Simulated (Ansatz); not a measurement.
We consider C11b MoSi2, described by PBE-D3(BJ) (PAW; Ansatz, an electronic-structure program).

Settings: plane-wave cutoff 520 eV, 24×24×24 k mesh, Fermi–Dirac smearing 0.05 eV, no spin polarisation, scalar-relativistic PAW data made under PBE.

The cell is scaled about its equilibrium volume:

Shape and atoms are relaxed at each volume.

```json
[
 {"V (Å³/atom)": "12.602", "P (GPa)": "9.88", "c (Å)": "7.706", "a (Å)": "3.132"},
 {"V (Å³/atom)": "12.864", "P (GPa)": "4.67", "c (Å)": "7.751", "a (Å)": "3.156"},
 {"V (Å³/atom)": "13.127", "P (GPa)": "0.00", "c (Å)": "7.796", "a (Å)": "3.179"},
 {"V (Å³/atom)": "13.390", "P (GPa)": "-4.19", "c (Å)": "7.840", "a (Å)": "3.201"},
 {"V (Å³/atom)": "13.652", "P (GPa)": "-7.95", "c (Å)": "7.884", "a (Å)": "3.223"}
]
```

Note: the bulk modulus comes from volumes at which shape and atoms were relaxed.
